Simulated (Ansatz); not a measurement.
Here is the system:

```
CELL_PARAMETERS angstrom
      2.87099     0.00000     0.00000
      0.00000     2.87099     0.00000
      0.00000     0.00000     2.87099
ATOMIC_POSITIONS crystal
  Al 0.00000 0.00000 0.00000
  Ru 0.50000 0.50000 0.50000
```

Method: PBEsol, DFPT electron-phonon coupling, linearised Boltzmann equation (plane waves, PAW, scalar-relativistic; Ansatz, a program for electronic structure). Condition of this run: hydrostatic pressure 30 GPa (the target of the relaxation). Geometry: relaxed with this functional, without spin-orbit coupling, then loaded as said.

What phonon-limited resistivity does this give at 300 K?

4.7 μΩ·cm.

And the electrons' mean free path at that temperature?

11.9 nm, weighted by the current that each state carries. Wires not much wider than this gain resistivity from their walls.

A metal at this level (no band gap). Only scattering by harmonic phonons is included (no impurities, grain boundaries, electron-electron scattering or thermal expansion). Spin-orbit coupling is left out. Halving the electron mesh (28x28x28) moves the resistivity by up to 2 % at 300 K, the mean free path by up to 3 %. Smearing 0.20 eV; phonons on a 5x5x5 q mesh, which this run doesn't test.
